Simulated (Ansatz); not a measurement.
Base system: MgS in the rock salt structure (space group Fm-3m, No. 225; a = 5.2030 Å). Axes: x, y, z lie along the cube axes.

The values are results of r2SCAN in Ansatz (plane waves to 500 eV, PAW, without spin-orbit coupling), not measurements.

Before the change:

| Item | Value |
|---|---|
| Shortest interatomic distance | 2.602 Å |
| Band gap | 3.46 eV |

Now apply this change: tensile biaxial strain of 0.83 % in the plane normal to [111], as in epitaxy on a mismatched substrate; the out-of-plane cell vector and the atoms relax.

**Question.** How does this affect the out-of-plane strain?

**Answer.** The out-of-plane strain comes out as -0.41 %.

**Question.** What happens to the shortest interatomic distance?

**Answer.** The shortest interatomic distance grows by 0.0109 Å (2.602 Å → 2.612 Å).

**Question.** Predict the new band gap.

**Answer.** The band gap shrinks by 0.106 eV, from 3.46 eV to 3.36 eV.

Stability against distortions was not tested.

Ansatz is a first-principles code.
